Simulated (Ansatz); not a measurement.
The parent structure is VBiO$_{4}$ (space group I4_1/a, No. 88; a = 5.1210 Å, c = 11.6231 Å).

All numbers come from DFT with r2SCAN, PAW potentials and a 500 eV plane-wave cutoff in Ansatz (an electronic-structure program), spin-orbit coupling left out, earlier PAW set.

One change was made to it. Results:

The c/a ratio decreases by 0.021, from 2.270 to 2.249; the shortest interatomic distance falls by 0.011 Å (1.723 Å → 1.712 Å).

**Question.** Which change produced these results?
A. pressure −1 GPa
B. pressure −2 GPa
C. pressure 1.8 GPa
D. pressure 9 GPa

**Answer.** D, pressure 9 GPa. For comparison, the c/a ratio in the other runs: pressure −2 GPa gives 2.276; pressure −1 GPa gives 2.272; pressure 1.8 GPa gives 2.265.

Load acts through the strain it causes; cell and atoms are relaxed under it. No phonon test of stability was made. No other phases were tried under pressure. Starting moments died away, wholly or in part, for the base; another magnetic solution may exist. The final runs are not spin-polarised.
